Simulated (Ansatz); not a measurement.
For HfS2 (model structure, started from the rutile type, P4₂/mnm, No. 136, 6 atoms in the cell), PBE (plane waves, PAW; Ansatz, a first-principles code) gives:

```
Quantity              Value
------------------  -------
lattice constant a  6.088 Å
c axis length       3.707 Å
```

Problem. What does PBE-D3(BJ) (Ansatz, PAW) give for the same quantities?

Solution. 
- lattice constant a: 6.027 Å (shrinks by 1.0 %)
- lattice parameter c: 3.681 Å (decreases by 0.7 %)

Changes are worked out from the printed values.

Unless a cell is named, each level is at its own relaxed cell (PBE 22.90, PBE-D3(BJ) 22.28 Å³/atom).

Levels without +SOC leave out spin–orbit coupling, which shifts energies and cells of such heavy elements.

Ansatz's density-functional and Hartree–Fock values are scalar-relativistic unless marked +SOC, with PAW data made under PBE.

A model structure was made by putting elements into a prototype or built by hand; it is no filed structure, need not be a known phase, and can be a saddle point held by its symmetry.
